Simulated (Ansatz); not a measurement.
Base system: a 16-atom supercell of TiAl (space group P4/mmm, No. 123; a = 2.8243 Å, c = 4.0708 Å) at its relaxed geometry.

(Cell as relaxed with PBE.)

Levels (all Ansatz, a program for electronic structure, PAW): PBE (420 eV, no spin-orbit coupling); r2SCAN (500 eV, scalar-relativistic without spin-orbit coupling).

Each level relaxes its own structure.

It is then changed as follows: one Al atom is replaced by Ti, atoms relaxed at fixed cell, starting from a slightly rattled geometry.

```tsv
quantity	PBE	r2SCAN
pressure	1.1 GPa	[?]
largest displacement of a host atom from its site in the perfect cell	0.07 Å	[?]
```

### Question
Given the PBE results, estimate those of r2SCAN.

### Answer

- pressure, r2SCAN: 1.3 GPa
- largest displacement of a host atom from its site in the perfect cell, r2SCAN: 0.07 Å

PBE's pressure lies 0.2 GPa below r2SCAN's; the two agree on the largest displacement of a host atom from its site in the perfect cell. Neither level is exact; r2SCAN is the comparison here, not a measurement.

The cell is small, so the values are those of an ordered compound at a high defect concentration; dilute-limit values will differ. The final runs are not spin-polarised.
